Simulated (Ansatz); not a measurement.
# Te, response to strain

Base system: Te (space group P3_121, No. 152; a = 4.6241 Å, c = 5.9034 Å; made of chains). Axes: x lies along a and z along c of the hexagonal cell.

Strains are applied to the cell and any free atomic positions relax; under biaxial strain the out-of-plane vector relaxes too.

All numbers come from Kohn–Sham DFT with the r2SCAN functional, run in Ansatz (a first-principles code) with PAW and 500 eV plane waves, no SOC.

Candidates:
(a) uniaxial strain ε_zz = +1.05 %
(b) isotropic strain +2.50 %
(c) biaxial strain +3.38 %, plane normal [001], relaxed out of plane
(d) biaxial strain +3.71 %, plane normal [001], relaxed out of plane

For the base:

Smallest direct gap: 0.60 eV

Problem. Order them by smallest direct gap, lowest first.

Solution. (a) uniaxial strain ε_zz = +1.05 % (0.53 eV), (b) isotropic strain +2.50 % (0.56 eV), (c) biaxial strain +3.38 %, plane normal [001], relaxed out of plane (0.91 eV), (d) biaxial strain +3.71 %, plane normal [001], relaxed out of plane (0.94 eV)

With Te present, leaving out spin-orbit coupling can change the band edges. No phonon test of stability was made. No dispersion term is included, though the crystal is made of layers, chains or molecules, so its spacings can come out too wide.
